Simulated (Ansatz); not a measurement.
The reference is Be in the hcp (Mg type) structure (space group P6_3/mmc, No. 194; a = 2.255 Å, c = 3.558 Å; relaxed with 0.1 eV smearing). Axes: x lies along a and z along c of the hexagonal cell.

Level of theory: Ansatz (a program for electronic structure), PBEsol, PAW, cutoff 420 eV, no spin-orbit coupling.

Perturbation: every lattice vector is shortened by 2.00 %, atoms relaxed at fixed cell.

Q: Predict the stress tensor and what it implies for the stiffness.

A: Stress of the strained cell less that of the base (GPa, compression positive):
```
    8.0     0.0     0.0
    0.0     8.0     0.0
    0.0     0.0     9.0
```

Then B = −ΔP/(ΔV/V₀) with ΔV/V₀ = -0.0588 gives secant stiffness values (nonlinear terms included at this strain): B (at held cell shape, above the free-shape value) ≈ 142 GPa.

As a check, the harmonic strain energy −½ V₀ Δσ:ε is 12 meV/atom; the computed energy rise is 11 meV/atom.

No phonon test of stability was made.
